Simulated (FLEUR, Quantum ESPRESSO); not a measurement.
## Code comparison for NdGe2Pd2 (I4/mmm, 5 atoms in the cell)

Self-consistent single point.

```
Nd(GePd)2
1.0
    2.16158    -2.16158     5.05937
    2.16158     2.16158     5.05937
   -2.16158    -2.16158     5.05937
Nd Ge Pd
1 2 2
Direct
  0.00000   0.00000   0.00000
  0.00000   0.37768   0.37768
  0.00000   0.62232   0.62232
  0.50000   0.75000   0.25000
  0.50000   0.25000   0.75000
```
Moments meant for the start (each program seeds them in its own way; μB, in the order of the atoms Nd Ge Ge Pd Pd): 3.0 0.0 0.0 0.0 0.0.

All programs got the same cell, k-point mesh and kind of occupations, and the same starting moments (in Quantum ESPRESSO's words: occupations = smearing; smearing = gaussian; degauss = 0.0036749 Ry; nspin = 2; K_POINTS = automatic 5 5 5 0 0 0); potentials, basis and cutoffs are each program's usual ones.

```tsv
code	model	largest force (eV/Å)	size of the net moment (μB/atom)	cutoff
Quantum ESPRESSO	LDA (PZ), SSSP 1.1.2 efficiency (PBE) pseudopotentials	0.286	0.68	60 Ry
FLEUR	LDA (Perdew-Zunger), all-electron FLAPW (FLEUR), scalar-relativistic valence	0.275	0.69	Kmax 3.8 1/bohr
```

The spread over the programs that give each value: largest force within 0.011 eV/Å; size of the net moment within 0.01 μB/atom.

The starting cell comes from a database of computed structures (which also holds hypothetical and non-ambient phases and stackings), without a prior relaxation at this level. On Quantum ESPRESSO's run: Spin-orbit coupling is off. With one magnetic atom in the cell only a parallel order is possible. With U or open f shells several self-consistent states can exist. The f electrons are in the valence without U or exact exchange, which can misplace them near the Fermi level. Spin-orbit terms, which matter for f shells, are left out. With a pressure of about -7 GPa the cell is away from its equilibrium volume at this level.

Task: Why do the programs differ, and what cannot be compared?

Result: Differences of this kind can come from the potentials, where these differ, and from what each basis and cutoff leave unconverged. The valence holds different numbers of electrons (Quantum ESPRESSO 78, FLEUR 74). The zero of total energies and Fermi levels follows the potentials and each program's conventions, so they are not compared here. FLEUR treats all electrons, but the usual bases taken here (sphere radii, linearisation, local orbitals, empty states) were not tested for convergence, so the values are no reference for the others. Site moments depend on each program's spheres or projections; the total moment of the cell does not.

Left out of this page: Ansatz (unsound by tests on forces, stress, charge or solver warnings); GPAW and Elk (stopped by limits of time or memory).
